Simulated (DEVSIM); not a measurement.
System: Ru/SiO2/n-Si capacitor, at 300 K.

```tsv
layer (left to right)	material	thickness (nm)	Nd (cm⁻³)
1	SiO2	3.00	-
2	Si	570	1e18
```

Metal gate on the left, work function 4.7 eV. Fixed charge at the semiconductor interface 1.7e11 cm⁻² (in units of +e); interface traps 1e11 cm⁻² eV⁻¹, uniform in energy, neutral level at 0.5 of the gap above the valence band.

Constants are typed, rounded textbook-type inputs, not results; the design itself was drawn at random and stands for no fabricated device. Values at 300 K.

```
parameter      SiO2       Si
-------------  ----  -------
gap (eV)          9    1.124
affinity (eV)   0.9     4.05
permittivity    3.9     11.7
Nc (cm⁻³)         -  2.86e19
Nv (cm⁻³)         -   3.1e19
```

DEVSIM, 1D Poisson equation in equilibrium, Boltzmann statistics, complete ionisation; no quantum confinement or tunnelling. Metal contacts follow the ideal Schottky-Mott rule: no Fermi-level pinning, no interface dipoles.

Tabulate band edges, carrier densities and field at -0.3 V on the gate.

Energies count from the Fermi level of the right contact; mesh points crowd at the junctions.

```
x (μm)     Ec (eV)  Ev (eV)  n (cm⁻³)  p (cm⁻³)  field (V/cm)
---------  -------  -------  --------  --------  ------------
0.000        4.100   -4.900     < 1e2     < 1e2      -1200000
0.0007188    4.012   -4.988     < 1e2     < 1e2      -1200000
0.001500     3.916   -5.084     < 1e2     < 1e2      -1200000
0.002350     3.812   -5.188     < 1e2     < 1e2      -1200000
0.003311     0.571   -0.553     7.2e9    1.6e10       -380000
0.004454     0.529   -0.595    3.7e10     3.2e9       -360000
0.006485     0.460   -0.664    5.4e11     2.1e8       -330000
0.01194      0.304   -0.820    2.3e14    520000       -240000
0.01978      0.160   -0.964    5.8e16      2000       -120000
0.03369      0.091   -1.034    8.6e17       130         -9200
0.06033      0.087   -1.037    1.0e18       120           -15
0.1290       0.087   -1.037    1.0e18       120           ≈ 0
0.2276       0.087   -1.037    1.0e18       120           ≈ 0
0.3630       0.087   -1.037    1.0e18       120           ≈ 0
0.4770       0.087   -1.037    1.0e18       120           ≈ 0
0.5194       0.087   -1.037    1.0e18       120           ≈ 0
0.5433       0.087   -1.037    1.0e18       120           ≈ 0
0.5574       0.087   -1.037    1.0e18       120           ≈ 0
0.5664       0.087   -1.037    1.0e18       120           ≈ 0
0.5698       0.087   -1.037    1.0e18       120           ≈ 0
0.5717       0.087   -1.037    1.0e18       120           ≈ 0
0.5730       0.087   -1.037    1.0e18       120           ≈ 0
```
